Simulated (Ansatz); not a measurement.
Worked example: self-consistent single point of HfCo (Pm-3m, 2 atoms in the cell) in Ansatz (a program for electronic structure).

Computed with PBEsol, default PAW files made with PBE (plane waves; Ansatz).

```
HfCo
1.0
    3.16400     0.00000     0.00000
    0.00000     3.16400     0.00000
    0.00000     0.00000     3.16400
Hf Co
1 1
Direct
  0.50000   0.50000   0.50000
  0.00000   0.00000   0.00000
```
Moments meant for the start (each program seeds them in its own way; μB, in the order of the atoms Hf Co): 0.0 3.0.

Reference input (self-consistent single point, DFT, PBEsol, plane waves, default PAW files made with PBE): kpoints.mp_grid.grid = 7 7 7; hamiltonian.xc = pbesol; hamiltonian.pseudopotentials = {kind: paw} (the program's default PAW files); magnetization.spin_polarized = true; scf.occupations.method = fermi_dirac; scf.occupations.width = 0.1 eV. This run's input differs from it in these lines:

```diff
@@ -20,3 +20,3 @@
     method: fermi_dirac
-    width: 0.1 eV
+    width: 0.3 eV
 output:
```

Output, abridged:

```
SCF iter   1: F=—  HF=-20692.071558 eV  |F-HF|=—  |Δ(HF+E_count)|=         —  Δρ=1.70e-1 (↑1.70e-1 ↓1.13e-1)  dr2=1.17e0  dr2_m=5.61e0  M=1.003 μB ∫|m|=1.353 μB  β_m=0.30  ethr=2.73e-3  ⟨swp⟩=1.0  Hψ=5427  notcnv=0
Mixer restart at iter 1: flushing history
all-band conjugate gradients solve this SCF's bands
preconditioner: auto → Kerker (q_TF=auto, 2.871 Å⁻¹)
spin=Collinear: Kerker preconditioning applied to the charge; magnetization (m = ρ↑ − ρ↓) channel mixes plain (no charge-response kernel on spin).
   [... lines left out ...]
SCF iter  15: F=—  HF=-20692.040980 eV  |F-HF|=—  |Δ(HF+E_count)|=  5.68e-10  Δρ=2.81e-7 (↑2.81e-7 ↓2.02e-7)  dr2=2.95e-11  dr2_m=4.39e-12  M=0.000 μB ∫|m|=0.000 μB  β_m=0.89  ethr=1.68e-12  ⟨swp⟩=2.6  Hψ=2120  notcnv=0
SCF iter  16: F=-20692.040980 eV  HF=-20692.040980 eV  |F-HF|=1.38e-10  |Δ(HF+E_count)|=  7.28e-12  Δρ=3.79e-7 (↑3.79e-7 ↓3.29e-7)  dr2=1.47e-10  dr2_m=2.10e-13  M=-0.000 μB ∫|m|=0.000 μB  ethr=1.00e-12  ⟨swp⟩=1.8  Hψ=2903  notcnv=0
SCF 1 converged in 16 iterations: F = -20692.040980 eV  dr2 = 1.47e-10
Crystal: 2 atoms, lattice volume = 31.674 Å³
Starting moments: Σ|m| = 5 μB on 2 of 2 sites
SCF iter   1: F=—  HF=-20691.478709 eV  |F-HF|=—  |Δ(HF+E_count)|=         —  Δρ=2.13e-1 (↑1.58e-1 ↓2.13e-1)  dr2=5.85e0  dr2_m=9.14e0  M=1.060 μB ∫|m|=1.168 μB  β_m=0.30  ethr=3.10e-3  ⟨swp⟩=4.2  Hψ=3908  notcnv=0
preconditioner: auto → Kerker (q_TF=auto, 2.871 Å⁻¹)
spin=Collinear: Kerker preconditioning applied to the charge; magnetization (m = ρ↑ − ρ↓) channel mixes plain (no charge-response kernel on spin).
   [... lines left out ...]
spin-set hold released at iteration 10 (site moments contracting)
iter 24 did not close the SCF: its close was put off for a magnetic moment that had not settled (scf_convergence_deferred on its scf_iter line)
WARN: the starting moments were not kept: the SCF closed with an absolute magnetisation of 7.7e-6 μB, where they sum to 3 μB in size (1 site) …
Absolute magnetization: 0.0000 μB (∫|ρ↑−ρ↓|, with the PAW one-centre terms)
Free energy (F): -20692.040980 eV
Fermi energy:    20.323066 eV
   [... lines left out ...]
  atom   2  Co    -0.00000000    -0.00000000     0.00000000
--- Stress (GPa, compression-positive) ---
       -6.950129       0.000000       0.000000
        0.000000      -6.950129       0.000000
        0.000000       0.000000      -6.950129
  P = ⅓ Tr σ = -6.9501 GPa (-69.501 kbar)
  The stress holds the Pulay correction. Without it, at fixed plane waves, as pw.x and ABINIT print it: P = -7.0495 GPa
```

The run converged, with 41 iterations in all over 2 SCF loops. Against the reference run the free energy drops by 128 meV/atom, the pressure goes from -7.17 to -6.95 GPa and the size of the net moment goes from 0.31 to 0.00 μB/atom. The full log also holds: “iter 24 did not close the SCF: its close was put off for a magnetic moment that had not settled (scf_convergence_deferred on its scf_iter line)”.

The starting cell comes from a database of published, mostly measured structures (it also holds non-ambient and calculated ones), without a prior relaxation at this level. The starting moments vanished: the run ended non-magnetic, which need not be the lowest state. The program warned that a starting moment was not kept. With a pressure of about -7 GPa the cell is away from its equilibrium volume at this level. Ansatz's pressure includes its estimate of the finite-basis (Pulay) stress.

Keys are those of Ansatz 0.2.
